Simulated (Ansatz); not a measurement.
An Ansatz (a program for electronic structure) input (HSE06 (Ansatz, PAW, no spin-orbit coupling)):

Ansatz 0.2 input:
```yaml
crystal:
  lattice:
    - [4.5578978491, 0, 0]
    - [0, 9.1219287558, 0]
    - [0, 0, 6.4375451321]
  atoms:
    - { symbol: As, position: [0.5, 0, 0.7503301688] }
    - { symbol: Sb, position: [0, 0.757370886, 0.2497428618] }
    - { symbol: Sb, position: [0.5, 0.5, 0.7491969712] }
    - { symbol: Sb, position: [0, 0.242629114, 0.2497428618] }
    - { symbol: In, position: [0, 0, 0.9761783356] }
    - { symbol: In, position: [0.5, 0.7625663342, 0.5084519365] }
    - { symbol: In, position: [0, 0.5, 0.0079049279] }
    - { symbol: In, position: [0.5, 0.2374336658, 0.5084519365] }
basis: { ecutwfc: 420, ecutrho_ratio: 4, xc_grid: 2, fft_grid_basis: typed }
kpoints: { mp_grid: { grid: [6, 4, 4] } }
hamiltonian:
  xc: hse06
  dispersion: none
  pseudopotentials: { kind: paw }
scf: { occupations: { method: fermi_dirac, width: 0.01 } }
output: { eigenvalues: true, eigenstates: { kpoints: [[0, 0.2, 0], [0, 0, 0], [0, 0, 0.5], [0.5, 0, 0.5]] } }
```

Problem. Which symmetry and how many k-points will the program report, and about how many plane waves at Γ?

Solution. Space group Pmm2 (ITA 25) with 4 operations, k-points 36 of 96, and 5245 plane waves at Γ.

Single points use the geometry relaxed with r2SCAN. The hybrid gap comes from the SCF mesh plus the semilocal run's edge points and a few special points and is an upper bound. Whether these cells are dynamically stable was not tested. The cell was made from InAs by this change: x(Sb) = 0.75, 8 atoms, Pmm2.
